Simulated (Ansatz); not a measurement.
LiF (model structure, F-43m, No. 216, 2 atoms in the cell), treated with r²SCAN+rVV10 (PAW; Ansatz, an electronic-structure program).

Settings: plane-wave cutoff 560 eV, 14×14×14 k mesh, Fermi–Dirac smearing 0.01 eV, scalar-relativistic PAW data made under PBE.

Cell (relaxed at this level):

Space group F-43m (No. 216); a = 4.2725 Å, b = 4.2725 Å, c = 4.2725 Å, α = 90.00°, β = 90.00°, γ = 90.00°

```json
[
 {"atom": "Li", "site": "4a", "symmetry": "-43m", "x": "0.0000", "y": "0.0000", "z": "0.0000"},
 {"atom": "F", "site": "4d", "symmetry": "-43m", "x": "0.7500", "y": "0.7500", "z": "0.7500"}
]
```
(The calculation used a cell of 2 atoms; values per cell refer to that cell.)

Question: Give the computed band gap.

Answer: 
band gap: 8.65 eV (on the SCF k mesh)

Note: the relaxation could raise the start's symmetry but not lower it, so the cell can be a saddle point.

Computed values are for the static lattice.

The result took about 40 core-seconds (a rough figure).

A model structure was made by putting elements into a prototype or built by hand; it is no filed structure, need not be a known phase, and can be a saddle point held by its symmetry.
